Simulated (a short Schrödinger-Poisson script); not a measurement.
Structure: MOS inversion layer, SiO2 on p-type Si(100), at 300 K.

From the gate side: 3.3 nm SiO2; 380 nm Si, acceptors 1.3e18 cm⁻³.

Constants are typed, rounded textbook-type inputs, not results; the design itself was drawn at random and stands for no fabricated device. SiO2: permittivity 3.9, conduction-band edge (eV) 3.15, gap (eV) 9, electron mass (mₑ) 0.5. Si: permittivity 11.7, conduction-band edge (eV) 0, gap (eV) 1.124, Nv at 300 K (cm⁻³) 3.1e19.

Channel valleys (confinement mass, in-plane density-of-states mass, number): Δ2 0.916, 0.19, 2; Δ4 0.19, 0.417, 4. At the gate the conduction-band edge of layer 1 lies 3.22 eV − eVg above the Fermi level of the channel; the field vanishes at the back. Gaps are held at their typed values at every temperature. Mesh 0.03 nm at interfaces.

From a short Schrödinger-Poisson script (our own, NumPy): 1D Poisson equation in equilibrium, electrons quantum, Hartree (BenDaniel-Duke, 12 states a valley, the channel's in-plane mass for all, wave functions ending at the dielectric), parabolic valleys, classical holes, full ionisation, no traps, pinning or gate leakage.

| Vg (V) | electrons (cm⁻²) | C (μF/cm²) | Δ2 E0 (meV from the Fermi level) | Δ4 E0 (meV from the Fermi level) |
|---|---|---|---|---|
| 0.6 | 2.00e9 | 0.263 | 202.1 | 284.7 |
| 0.75 | 8.80e10 | 0.451 | 103.5 | 189.7 |
| 0.9 | 5.78e11 | 0.752 | 53.3 | 142.8 |
| 1.05 | 1.29e12 | 0.840 | 30.2 | 123.0 |
| 1.2 | 2.08e12 | 0.876 | 15.6 | 111.4 |
| 1.35 | 2.89e12 | 0.894 | 4.5 | 103.4 |
| 1.5 | 3.73e12 | 0.906 | -4.7 | 97.1 |
| 1.65 | 4.57e12 | 0.914 | -12.6 | 92.0 |
| 1.8 | 5.43e12 | 0.920 | -19.8 | 87.6 |
| 1.95 | 6.29e12 | 0.925 | -26.4 | 83.8 |
| 2.1 | 7.15e12 | 0.929 | -32.7 | 80.3 |
| 2.25 | 8.02e12 | 0.932 | -38.5 | 77.1 |
| 2.4 | 8.89e12 | 0.935 | -44.2 | 74.2 |
| 2.55 | 9.76e12 | 0.937 | -49.6 | 71.4 |
| 2.7 | 1.06e13 | 0.939 | -54.9 | 68.7 |
| 2.85 | 1.15e13 | 0.941 | -60.0 | 66.2 |

Gate voltages with under 1e9 electrons/cm² are left out.

Question: At Vg = 2.85 V the lowest Δ2 subband lies at -60.0 meV from the Fermi level. How many electrons does it hold, and what share of all?

Answer: The two-dimensional density of states is g m/(πħ²) = 1.59e11 cm⁻² meV⁻¹ (both spins), kT = 25.9 meV, so n = D kT ln(1 + exp(−E/kT)) = 9.91e12 cm⁻², 0.86 of the 1.15e13 cm⁻² in all.

Question: Compare the slope of the sheet density between 2.55 and 2.85 V with the geometric capacitance of the layers between gate and channel.

Answer: q Δn/ΔV = 0.929 μF/cm²; ε0/Σ(t/ε) = 1.05 μF/cm². The ratio is 0.89: the channel acts as a further capacitance in series.
